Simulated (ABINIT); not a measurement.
## Worked example: self-consistent single point of Ca3ZnSe4 (P-43m, 8 atoms in the cell) in ABINIT

Method: LDA (PW92), PAW (JTH v2.0 LDA PAW) (plane waves; ABINIT).

The input file:

```
# Ca3ZnSe4, JTH v2.0 LDA PAW
pp_dirpath "./"
pseudos "Ca.LDA_PW-JTH.xml, Zn.LDA_PW-JTH.xml, Se.LDA_PW-JTH.xml"
acell 3*1.0
rprim
        11.9658440869    0.0000000000    0.0000000000
         0.0000000000   11.9658440869    0.0000000000
         0.0000000000    0.0000000000   11.9658440869
natom 8
ntypat 3
znucl 20 30 34
typat 1 1 1 2 3 3 3 3
xcart
         0.0000000000    3.1660260000    3.1660260000
         3.1660260000    0.0000000000    3.1660260000
         3.1660260000    3.1660260000    0.0000000000
         0.0000000000    0.0000000000    0.0000000000
         4.8751101553    4.8751101553    1.4569418447
         4.8751101553    1.4569418447    4.8751101553
         1.4569418447    1.4569418447    1.4569418447
         1.4569418447    4.8751101553    4.8751101553
      Angstrom
ecut 30
pawecutdg 60
pawxcdev 0
occopt 1
nband 36
kptopt 1
ngkpt 3 3 3
nshiftk 1
shiftk 0 0 0
nstep 50
tolvrs 1.0e-12
prtwf 0
prtden 0
prtvol 1
enunit 1
```

Log, with long lists cut:

```
 Symmetries : space group P-4 3 m (#215); Bravais cP (primitive cubic)

 -outvars: echo values of preprocessed input variables --------
            acell      1.0000000000E+00  1.0000000000E+00  1.0000000000E+00 Bohr
             ecut      3.00000000E+01 Hartree
           enunit           1
              ixc       -1012
         kptrlatt        3    0    0      0    3    0      0    0    3
          kptrlen      3.58975323E+01
            natom           8
            nband          36
            ngfft          60      60      60
          ngfftdg          90      90      90
             nkpt           4
            nstep          50
             nsym          24
           ntypat           3
        pawecutdg      6.00000000E+01 Hartree
         pawxcdev           0
            rprim      1.1965844087E+01  0.0000000000E+00  0.0000000000E+00
                       0.0000000000E+00  1.1965844087E+01  0.0000000000E+00
                       0.0000000000E+00  0.0000000000E+00  1.1965844087E+01
          spgroup         215
           tolvrs      1.00000000E-12
            typat      1  1  1  2  3  3  3  3
           useylm           1
             xred      0.0000000000E+00  5.0000000000E-01  5.0000000000E-01
                       5.0000000000E-01  0.0000000000E+00  5.0000000000E-01
                       5.0000000000E-01  5.0000000000E-01  0.0000000000E+00
                       0.0000000000E+00  0.0000000000E+00  0.0000000000E+00
                       7.6991000118E-01  7.6991000118E-01  2.3008999882E-01
                       7.6991000118E-01  2.3008999882E-01  7.6991000118E-01
                       2.3008999882E-01  2.3008999882E-01  2.3008999882E-01
                       2.3008999882E-01  7.6991000118E-01  7.6991000118E-01
            znucl       20.00000   30.00000   34.00000

== DATASET  1 ==================================================================

 Real(R)+Recip(G) space primitive vectors, cartesian coordinates (Bohr,Bohr^-1):
 R(1)= 11.9658441  0.0000000  0.0000000  G(1)=  0.0835712  0.0000000  0.0000000
 R(2)=  0.0000000 11.9658441  0.0000000  G(2)=  0.0000000  0.0835712  0.0000000
 R(3)=  0.0000000  0.0000000 11.9658441  G(3)=  0.0000000  0.0000000  0.0835712
 Unit cell volume ucvol=  1.7132866E+03 bohr^3
 Angles (23,13,12)=  9.00000000E+01  9.00000000E+01  9.00000000E+01 degrees

 Coarse grid specifications (used for wave-functions):

 getcut: wavevector=  0.0000  0.0000  0.0000  ngfft=  60  60  60
         ecut(hartree)=     30.000   => boxcut(ratio)=   2.03368

 Fine grid specifications (used for densities):

 getcut: wavevector=  0.0000  0.0000  0.0000  ngfft=  90  90  90
         ecut(hartree)=     60.000   => boxcut(ratio)=   2.15704

   1.18394286E+04                                ecore*ucvol(ha*bohr**3)

_setup2: Arith. and geom. avg. npw (full set) are   13455.889   13455.868

--- !BeginCycle
solver: {iscf: 17, nstep: 50, nline: 4, wfoptalg: 10, }
tolerances: {tolvrs: 1.00E-12, }
...

     iter   Etot(hartree)      deltaE(h)  residm     nres2
 ETOT  1  -212.17601451624    -2.122E+02 4.199E+00 2.765E+01
 ETOT  2  -215.04153523702    -2.866E+00 2.207E-01 3.069E+01
 ETOT  3  -214.94381498117     9.772E-02 1.365E-01 9.488E+00
 ETOT  4  -214.90255041018     4.126E-02 3.304E-02 3.622E+00
 ETOT  5  -214.89359048073     8.960E-03 1.517E-02 7.579E-01
 ETOT  6  -214.89459750410    -1.007E-03 1.548E-02 1.131E-01
   [... 12 lines left out ...]
 ETOT 19  -214.89622107886    -1.270E-11 2.395E-05 3.509E-10
 ETOT 20  -214.89622107887    -6.310E-12 1.308E-05 1.722E-11
 ETOT 21  -214.89622107886     7.674E-13 1.121E-05 3.908E-12
 ETOT 22  -214.89622107886     3.098E-12 1.266E-05 1.985E-12
 ETOT 23  -214.89622107886     2.643E-12 7.078E-06 4.958E-13

 At SCF step   23       nres2   =  4.96E-13 < tolvrs=  1.00E-12 =>converged.

 Cartesian components of stress tensor (hartree/bohr^3)
  sigma(1 1)=  8.07297795E-05  sigma(3 2)=  0.00000000E+00
  sigma(2 2)=  8.07297795E-05  sigma(3 1)=  0.00000000E+00
  sigma(3 3)=  8.07297795E-05  sigma(2 1)=  0.00000000E+00

 ----iterations are completed or convergence reached----

 reduced coordinates (array xred) for    8 atoms
       0.000000000000      0.500000000000      0.500000000000
       0.500000000000      0.000000000000      0.500000000000
       0.500000000000      0.500000000000      0.000000000000
       0.000000000000      0.000000000000      0.000000000000
       0.769910001176      0.769910001176      0.230089998824
       0.769910001176      0.230089998824      0.769910001176
       0.230089998824      0.230089998824      0.230089998824
       0.230089998824      0.769910001176      0.769910001176
 cartesian forces (eV/Angstrom) at end:
    1     -0.00000000000000    -0.00000000000000     0.00000000000000
    2     -0.00000000000000    -0.00000000000000     0.00000000000000
    3     -0.00000000000000    -0.00000000000000     0.00000000000000
    4     -0.00000000000000    -0.00000000000000     0.00000000000000
    5      0.08315594927737     0.08315594927737    -0.08315594927737
    6      0.08315594927737    -0.08315594927737     0.08315594927737
    7     -0.08315594927737    -0.08315594927737    -0.08315594927737
    8     -0.08315594927737     0.08315594927737     0.08315594927737
 frms,max,avg= 5.8800136E-02 8.3155949E-02   0.000E+00  0.000E+00  0.000E+00 e/A
 length scales=  1.000000000000  1.000000000000  1.000000000000 bohr
              =  0.529177208590  0.529177208590  0.529177208590 angstroms
 Fermi (or HOMO) energy (eV) =  -0.03720   Average Vxc (eV)=  -8.43826
 Eigenvalues (   eV  ) for nkpt=   4  k points:
 kpt#   1, nband= 36, wtk=  0.03704, kpt=  0.0000  0.0000  0.0000 (reduced coord)
 -38.89933  -38.89632  -38.89632  -20.23624  -20.23624  -20.23624  -20.15962  -20.15962
 -20.15962  -20.15192  -20.15192  -20.15192  -11.05636  -10.52457  -10.52457  -10.52457
  -5.41166   -5.41166   -5.41166   -5.37665   -5.37665   -3.34290   -1.54623   -1.54623
  -0.91574   -0.91574   -0.91574   -0.18047   -0.18047   -0.18047   -0.10045   -0.10045
  -0.10045    1.84117    3.28569    3.28570
 prteigrs : prtvol=0 or 1, do not print more k-points.

--- !EnergyTerms
comment             : Components of total free energy in Hartree
kinetic             :  5.10830116687285E+01
hartree             :  6.38389144330090E+01
xc                  : -4.03385857027103E+01
Ewald energy        : -1.28118123263739E+02
psp_core            :  6.91036078536585E+00
local_psp           : -2.05373279720113E+02
spherical_terms     :  3.71014806904902E+01
total_energy        : -2.14896221108968E+02
total_energy_eV     : -5.84762356265958E+03
...

-Cartesian components of stress tensor (GPa)         [Pressure= -2.3752E+00 GPa]
- sigma(1 1)=  2.37515172E+00  sigma(3 2)=  0.00000000E+00
- sigma(2 2)=  2.37515172E+00  sigma(3 1)=  0.00000000E+00
- sigma(3 3)=  2.37515172E+00  sigma(2 1)=  0.00000000E+00

 Calculation completed.
```

The run converged in 23 iterations.

The starting cell comes from a database of computed structures (which also holds hypothetical and non-ambient phases and stackings), without a prior relaxation at this level. Its lattice was rescaled by a random factor within 2.5 % of one.

Cost on one core of a shared machine: roughly 3 min.
